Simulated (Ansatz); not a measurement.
The reference is Sb (space group I4_132, No. 214; a = 7.9822 Å; a hypothetical phase, not in the database extracts checked; relaxed with 0.1 eV smearing). Axes: x, y, z lie along the cube axes.

Modification: strain tensor (xx, yy, zz, yz, xz, xy) = (−0.30, +0.54, −3.46, +0.65, +0.51, +0.23) %; the atoms relax in the strained cell.

Levels (all Ansatz, a first-principles code, PAW): PBEsol (420 eV, no SOC); r2SCAN (500 eV, no spin-orbit coupling).

The geometry is relaxed with PBEsol.

| Quantity | Value |
|---|---|
| PBEsol pressure | -2.75 GPa |
| PBEsol band gap | 0.33 eV |
| PBEsol gap character | indirect, Γ → k = (-1/2, 0.400, -0.100) in the run's primitive reciprocal basis |

With r2SCAN at the same geometry, the pressure goes up by 0.17 GPa (-2.75 GPa → -2.58 GPa); the band gap increases by 0.12 eV to 0.45 eV; the gap character remains indirect, Γ → k = (-1/2, 0.400, -0.100) in the run's primitive reciprocal basis.

Single points use the geometry relaxed with PBEsol. Their cutoffs differ, which shifts pressures a little. Spin-orbit coupling, missing from the scalar runs, can matter with Sb. Whether these cells are dynamically stable was not tested. Under strain tensor (xx, yy, zz, yz, xz, xy) = (−0.30, +0.54, −3.46, +0.65, +0.51, +0.23) % the cell ends below the base's energy or with stress of the wrong sign: the atoms slid into a distortion or the cell is elastically unstable, so the base is not a stable minimum at this level. Labels are those of the standard path for the cell's own space group.
